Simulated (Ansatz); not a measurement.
Effect of uniaxial strain ε_zz = −2.50 % on Ti

The parent structure is Ti in the hcp (Mg type) structure (space group P6_3/mmc, No. 194; a = 2.902 Å, c = 4.593 Å; relaxed with 0.1 eV smearing). Axes: x lies along a and z along c of the hexagonal cell.

One thing is altered: the cell is compressed by 2.50 % along z with no lateral relaxation; the atoms relax in the strained cell.

Computed with PBEsol, PAW, 420 eV (Ansatz, a program for electronic structure; no spin-orbit coupling). k-mesh 23×23×13 (Γ-centred); smearing 0.1 eV (Fermi–Dirac).

```csv
quantity,base,changed,shift
space group,P6_3/mmc (No. 194),P6_3/mmc (No. 194),–
shortest interatomic distance,2.843 Å,2.796 Å,-0.0462 Å
energy relative to the base (free energy F),0 meV/atom,+6.7 meV/atom,+6.7 meV/atom
band gap,zero,zero,–
"stress (xx, yy, zz, yz, xz, xy; compression positive)",–,"(2.2, 2.2, 5.2, 0.0, 0.0, 0.0) GPa",–
```

No phonon test of stability was made. The final runs are not spin-polarised.
